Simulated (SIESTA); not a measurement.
Worked example: self-consistent single point of CrMo3 (P1, 4 atoms in the cell) in SIESTA.

Method: GGA PBEsol, numerical atomic orbitals DZP, PseudoDojo PBEsol standard norm-conserving potentials (rewritten from UPF to PSML) in SIESTA.

The change in words: atoms moved at random. Reference geometry:
```
CrMo3
1.0
    1.43431     0.82810     8.06022
   -1.43431     0.82810     8.06022
    0.00000    -1.65620     8.06022
Cr Mo
1 3
Direct
  0.87645   0.87645   0.87645
  0.13105   0.13105   0.13105
  0.70676   0.70676   0.70676
  0.28574   0.28574   0.28574
```

Reference input (self-consistent single point, DFT, GGA PBEsol, numerical atomic orbitals DZP, PseudoDojo PBEsol standard norm-conserving potentials (rewritten from UPF to PSML)): XC.functional = GGA; XC.authors = PBEsol; potentials = PseudoDojo PBEsol standard; PAO.BasisSize = DZP; PAO.EnergyShift = 0.01 Ry; MeshCutoff = 400 Ry; kgrid.MonkhorstPack = 8 8 8; OccupationFunction = FD; ElectronicTemperature = 100 meV; MaxSCFIterations = 150; SCF.Mixer.Method = Broyden; SCF.Mixer.Weight = 0.25. This run's input differs from it in these lines:

```diff
@@ -18,6 +18,6 @@
 %block AtomicCoordinatesAndAtomicSpecies
-     0.000000000    0.000000876   21.193139457  1
-    -0.000000000    0.000000131    3.168948035  2
-    -0.000000000    0.000000707   17.089923262  2
-     0.000000000    0.000000286    6.909454330  2
+    -0.014832220   -0.017024043   21.249673840  1
+    -0.019538198   -0.010230224    3.178209228  2
+     0.019721790   -0.043593829   16.985196823  2
+     0.014648628    0.070848440    6.948393253  2
 %endblock AtomicCoordinatesAndAtomicSpecies
```

Log, with long lists cut:

```
        iscf     Eharris(eV)        E_KS(eV)     FreeEng(eV)     dDmax    Ef(eV) dHmax(eV)
   scf:    1    -7940.311849    -8089.409248    -8089.534757  0.813088 -1.701040 56.108372
   scf:    2    -5642.819932    -7424.410901    -7424.530259  1.474099 -2.958329165.701549
   scf:    3    -8266.518532    -8134.057116    -8134.193478  1.404745 -3.025079 19.152561
   scf:    4    -8147.475319    -8148.865713    -8148.987539  0.324659 -2.974623  6.939511
   scf:    5    -8144.624326    -8148.584199    -8148.717250  0.149504 -3.175740  5.594789
   [... 5 lines left out ...]
   scf:   11    -8150.790380    -8150.790386    -8150.919511  0.003070 -3.739064  0.007847
   scf:   12    -8150.790324    -8150.790356    -8150.919514  0.000330 -3.740983  0.002503
   scf:   13    -8150.790365    -8150.790361    -8150.919515  0.000083 -3.741206  0.001159
   scf:   14    -8150.790367    -8150.790364    -8150.919515  0.000056 -3.741261  0.000723
SCF Convergence by DM+H criterion
max |DM_out - DM_in|         :     0.0000561628
max |H_out - H_in|      (eV) :     0.0007229240
SCF cycle converged after 14 iterations

Using DM_out to compute the final energy and forces

siesta: E_KS(eV) =            -8150.7904

siesta: E_KS - E_eggbox =     -8150.7904

siesta: Atomic forces (eV/Ang):
     1    0.065759    0.295223   -0.580460
     2    0.006389   -0.068418   -0.526345
     3    0.002196    0.302184    2.145458
     4   -0.073078   -0.529099   -1.039620
   Tot    0.001267   -0.000110   -0.000966
   Max    2.145458
   Res    0.751143    sqrt( Sum f_i^2 / 3N )
   Max    2.145458    constrained

Stress tensor Voigt[x,y,z,yz,xz,xy] (kbar):      -77.23      -77.00      -96.80       -2.63        0.34       -0.30
(Free)E + p*V (eV/cell)    -8147.9197
   [... lines left out ...]
siesta: FreeEng =     -8150.919515
   [... lines left out ...]
siesta:    -0.048202   -0.000189    0.000210
siesta:    -0.000189   -0.048057   -0.001643
siesta:     0.000210   -0.001643   -0.060415

siesta: Cell volume =         57.441386 Ang**3

siesta: Pressure (static):
siesta:                Solid            Molecule  Units
siesta:           0.00056880         -0.00038964  Ry/Bohr**3
siesta:           0.05222463         -0.03577521  eV/Ang**3
siesta:          83.67308109        -57.31819851  kBar
```

The run converged in 14 iterations. Against the reference run the free energy rises by 44.1 meV/atom, the pressure goes from 6.60 to 8.37 GPa and the largest force goes from 0.123 to 2.167 eV/Å.

The starting cell comes from a database of computed structures (which also holds hypothetical and non-ambient phases and stackings), without a prior relaxation at this level. Its lattice was rescaled by a random factor within 2.5 % of one. For this run, on top of that: atoms moved at random. Spin polarisation is off. Values carry the incompleteness of an atom-centred basis. With a pressure of about 8 GPa the cell is away from its equilibrium volume at this level. Forces in this geometry exceed 1 eV/Å.

Cost on one core of a shared machine: roughly 6 min.
